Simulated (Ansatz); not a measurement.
CdS in the wurtzite structure (space group P6_3mc, No. 186)

```
CELL_PARAMETERS angstrom
      4.16433     0.00000     0.00000
     -2.08216     3.60641     0.00000
      0.00000     0.00000     6.76883
ATOMIC_POSITIONS crystal
  Cd 0.66667 0.33333 0.00098
  Cd 0.33333 0.66667 0.50098
  S  0.66667 0.33333 0.62422
  S  0.33333 0.66667 0.12422
```

The values are results of r2SCAN (Ansatz, a quantum-chemistry and plane-wave program, PAW, no SOC), earlier PAW set, not measurements. k-mesh 9×9×5 (Γ-centred); smearing 0.05 eV (Fermi–Dirac).

The volume per atom is 25.41 Å³, the density comes out as 4.72 g/cm³ and the band gap is 1.63 eV, direct at Γ. The electron mass is 0.15 mₑ along c, 0.16 mₑ across. The lowest conduction-band minima above the VBM is Γ 1.63 eV and the total energy is -4587.838 eV/atom (σ→0; compares only within this code and set-up).

Effective masses come from finite differences of ±0.01 Å⁻¹. Whether these cells are dynamically stable was not tested.
